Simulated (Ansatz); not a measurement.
Os (P6_3/mmc), Ansatz (an electronic-structure program) with PBEsol, DFPT electron-phonon coupling, linearised Boltzmann equation: phonon-limited resistivity 8.00 μΩ·cm at 300 K along x (a = (2.73, 0.00, 0.00) Å; b = (-1.36, 2.36, 0.00) Å; c = (0.00, 0.00, 4.31) Å), 10.9 μΩ·cm at 400 K, current-weighted mean free path 8.7 nm, Drude plasma energy 8.09 eV.

Q: What is the classical skin depth at 10 GHz (nonmagnetic, μ₀ = 1.257×10⁻⁶ H/m)?

A: δ = √(ρ/(π f μ₀)) = 1420 nm.

Q: What temperature coefficient of resistance follows, and how does it compare with 1/T?

A: (ρ₄₀₀ − ρ₃₀₀)/(100 K × ρ₃₀₀) = 3.63×10⁻³ K⁻¹, against 1/T = 3.33×10⁻³ K⁻¹ for a resistivity proportional to T. It lies higher because phonons are still being populated at 300 K; impurities would add a constant and lower it.

Q: What Drude relaxation time do resistivity and plasma energy imply?

A: ω_p = 1.23e16 s⁻¹, so τ = 1/(ε₀ ω_p² ρ) = 9.35 fs, a damping ħ/τ of 70.4 meV.

A metal at this level (no band gap). Only scattering by harmonic phonons is included (no impurities, grain boundaries, electron-electron scattering or thermal expansion). Spin-orbit coupling is left out, which matters with elements this heavy. Halving the electron mesh (28x28x16) moves the resistivity by up to 1 % at 300 K, the mean free path by up to 3 %. Smearing 0.20 eV; phonons on a 6x6x3 q mesh, which this run doesn't test.
